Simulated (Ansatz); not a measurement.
Base system: AlN in the wurtzite structure (space group P6_3mc, No. 186; a = 3.114 Å, c = 4.984 Å). Axes: x lies along a and z along c of the hexagonal cell.

Levels (all Ansatz, an electronic-structure program, PAW): PBEsol (420 eV, no spin-orbit coupling); HSE06 (420 eV, no spin-orbit coupling).

Its gap is 4.09 eV with PBEsol and 5.54 eV with HSE06.

It is then changed as follows: compressive biaxial strain of 2.49 % in the plane normal to [001], as in epitaxy on a mismatched substrate; the out-of-plane cell vector and the atoms relax.

With PBEsol the gap becomes 4.46 eV.

Problem. If the HSE06 correction stayed the same, what would the HSE06 gap be, and what does the HSE06 run give?

Solution. A rigid correction of +1.45 eV gives 5.91 eV. The HSE06 run gives 5.95 eV, so the correction itself changes by +0.04 eV.

Single points use the geometry relaxed with PBEsol. Whether these cells are dynamically stable was not tested.
